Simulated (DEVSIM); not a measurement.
System: abrupt Si p-n junction, at 300 K.

Layer 1 from the left is Si, thickness (μm) 9.90, Na (cm⁻³) 4.8e16, τn (s) 1.3e-6, τp (s) 1.3e-6. Layer 2 from the left is Si, thickness (μm) 3.90, Nd (cm⁻³) 2e18, τn (s) 1.3e-6, τp (s) 1.3e-6.

Left contact: ohmic. Right contact: ohmic. Voltage is applied to the left contact. Recombination: SRH at mid-gap, radiative. Mobility is μmin + (μ − μmin)/(1 + (N/Nref)^α).

This is a model device: material constants are rounded textbook-type values typed into the input, and sizes, dopings and lifetimes were drawn at random. Values at 300 K.

Si: gap (eV) 1.124, affinity (eV) 4.05, permittivity 11.7, Nc (cm⁻³) 2.86e19, Nv (cm⁻³) 3.1e19, μn (cm²/Vs) 1417, μp (cm²/Vs) 470, μn,min 52, μp,min 45, Nref,n 9.7e16, Nref,p 2.2e17, αn 0.68, αp 0.72, B (cm³/s) 4.7e-15.

Simulated with DEVSIM: 1D drift-diffusion, Boltzmann statistics, complete ionisation; no tunnelling, impact ionisation, image-force lowering or self-heating.

Dark forward current:

```csv
|V| (V),|J| (A/cm²)
0.05,1.443e-9
0.10,5.337e-9
0.15,1.750e-8
0.20,6.204e-8
0.25,2.615e-7
0.30,1.341e-6
0.35,7.971e-6
0.40,5.148e-5
0.45,0.0003457
0.50,0.002361
0.55,0.01623
0.60,0.1119
0.65,0.7712
0.70,5.252
0.75,33.49
0.80,172.2
0.85,640.6
0.90,1761
0.95,3757
```

Q: Work out the local ideality factor n = ΔV / (kT/q · ln(J2/J1)) between the rows 0.15 and 0.20 V, 0.55 and 0.60 V, 0.90 and 0.95 V.

A: kT/q = 25.85 mV. From 0.15 to 0.20 V: ln(6.204e-8/1.750e-8) = 1.266, n = 1.53. From 0.55 to 0.60 V: ln(0.1119/0.01623) = 1.931, n = 1.00, near the 1 of diffusion or emission over a barrier. From 0.90 to 0.95 V: ln(3757/1761) = 0.758, n = 2.55.

Q: Estimate the current at 0.55 V from the Shockley equation with J0 = Σ q ni² D/(N L) coth(W/L), τ joining the SRH, radiative and Auger lifetimes that are on, and W taken as the whole layer.

A: ni² = 1.16e20 cm⁻⁶; electrons in the p layer: μ = 895 cm²/Vs, D = 23.1 cm²/s, τ = 1.30e-6 s, L = 54.8 μm, W/L = 0.18, term 9.13e-12 A/cm²; holes in the n layer: μ = 117 cm²/Vs, D = 3.03 cm²/s, τ = 1.28e-6 s, L = 19.7 μm, W/L = 0.20, term 7.29e-14 A/cm². J0 = 9.20e-12 A/cm², and J = J0 exp(qV/kT) = 0.0160 A/cm². The simulation gives 0.0162 A/cm²; the estimate lies 1.4 % below. The estimate leaves out recombination in the depletion region and that region's share of W.
